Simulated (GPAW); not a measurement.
Worked example: self-consistent single point of MgTe (F-43m, 2 atoms in the cell) in GPAW.

Level of theory: LDA (Perdew-Wang 92), LCAO dzp, GPAW PAW datasets LDA (gpaw-data 1.0.1) (GPAW 25.7.0).

```
CELL_PARAMETERS angstrom
      0.00000     3.23200     3.23200
      3.23200     0.00000     3.23200
      3.23200     3.23200     0.00000
ATOMIC_POSITIONS crystal
  Mg 0.00000 0.00000 0.00000
  Te 0.75000 0.75000 0.75000
```

Reference input (self-consistent single point, DFT LDA (Perdew-Wang 92), LCAO dzp, GPAW PAW datasets LDA (gpaw-data 1.0.1)): mode = lcao; h = 0.18 Å; basis = dzp; xc = LDA; kpts = 5 5 5; mesh shift (steps) = 0 0 0; occupations.name = methfessel-paxton; occupations.width = 0.05 eV; occupations.order = 0; convergence.forces = 0.001 eV/Å; symmetry.symmorphic = false; symmetry.tolerance = 0.0005. This run's input differs from it in these lines:

```diff
@@ -15,3 +15,3 @@
             xc='LDA',
-            kpts=(5, 5, 5),
+            kpts={'size': (4, 4, 4), 'gamma': True},
             occupations={'name': 'methfessel-paxton', 'width': 0.05, 'order': 0},
```

Output, abridged:

```
     iter     time        total  log10-change:
                         energy   eigst   dens  force
iter:   1 --:--:--    -6.889586        c
iter:   2 --:--:--    -6.880274        c -1.34
iter:   3 --:--:--    -6.842024        c -1.36
iter:   4 --:--:--    -6.837013        c -1.85
iter:   5 --:--:--    -6.837022c       c -2.92
iter:   6 --:--:--    -6.836990c       c -3.27
iter:   7 --:--:--    -6.836990c       c -4.37c
iter:   8 --:--:--    -6.836989c       c -4.57c -15.91c
Converged after 8 iterations.

Dipole moment: (3.928082, 3.928082, 3.928082) |e|*Ang

Energy contributions relative to reference atoms: (reference = -190064.726160)

Kinetic:        +17.009433
Potential:      -15.389268
External:        +0.000000
XC:              -8.486594
Entropy (-ST):   -0.000000
Local:           +0.029439
SIC:             +0.000000
--------------------------
Free energy:     -6.836989
Extrapolated:    -6.836989

Showing only first 2 kpts
 Kpt  Band  Eigenvalues  Occupancy
  0     6      1.93555    2.00000
  0     7      1.93555    2.00000
  0     8      4.01445    0.00000
  0     9      7.37242    0.00000

  1     6      1.19121    2.00000
  1     7      1.19134    2.00000
  1     8      5.78994    0.00000
  1     9      6.30856    0.00000

Fermi level: 2.82874

Gap: 2.079 eV
Transition (v -> c):
  (s=0, k=0, n=7, [0.00, 0.00, 0.00]) -> (s=0, k=0, n=8, [0.00, 0.00, 0.00])
No difference between direct/indirect transitions
Energy (eV): -6.836989

Forces in eV/Ang:
  0 Mg    0.00000   -0.00000    0.00000
  1 Te    0.00000    0.00000    0.00000
```

The run converged in 8 iterations. Against the reference run the free energy rises by 12.7 meV/atom and the gap on the mesh moves little (2.087 to 2.079 eV).

The starting cell comes from a database of computed structures (which also holds hypothetical and non-ambient phases and stackings), without a prior relaxation at this level. Spin-orbit coupling is off. Values carry the incompleteness of an atom-centred basis.
